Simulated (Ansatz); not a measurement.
Band structure of SiO2 (P4_2/mnm, 6 atoms in the cell).

```
SiO2
1.0
    4.16205     0.00000     0.00000
    0.00000     4.16205     0.00000
    0.00000     0.00000     2.64824
Si O
2 4
Cartesian
  2.08103   2.08103   1.32412
  0.00000   0.00000   0.00000
  2.88497   2.88497   0.00000
  1.27708   1.27708   0.00000
  3.35811   0.80394   1.32412
  0.80394   3.35811   1.32412
```

Method of the run: PBE, PAW files (plane waves; Ansatz, a program for electronic structure).

Settings: kpoints.mp_grid.grid = 4 4 6; hamiltonian.xc = pbe; hamiltonian.pseudopotentials = {kind: paw} (the program's default PAW files); scf.occupations.method = fixed; kpoints.band_path.npoints = 8.

The starting cell comes from a database of computed structures (which also holds hypothetical and non-ambient phases and stackings), without a prior relaxation at this level. Its lattice was rescaled by a random factor within 2.5 % of one.

Problem. Predict the gap along the standard path and the places of the band edges.

Solution. The gap along the path is 5.94 eV, direct at Γ to within 0.01 eV.

Levels in eV from the top of the valence band on the path, bands 13 to 20:
```
point     13     14     15     16    17    18     19     20
-----  -----  -----  -----  -----  ----  ----  -----  -----
Γ      -2.55  -0.88  -0.88   0.00  5.94  6.83   8.73   8.73
X      -2.71  -2.71  -1.09  -1.09  7.99  7.99   9.28   9.28
M      -2.65  -2.65  -2.32  -2.32  7.64  7.64  10.26  10.26
Z      -3.11  -3.11  -2.74  -2.74  9.36  9.36  12.84  12.84
R      -2.31  -2.31  -1.79  -1.79  9.03  9.03  10.04  10.04
A      -1.81  -1.81  -1.58  -1.58  7.47  7.47  11.11  11.11
```

Keys are those of Ansatz 0.2.
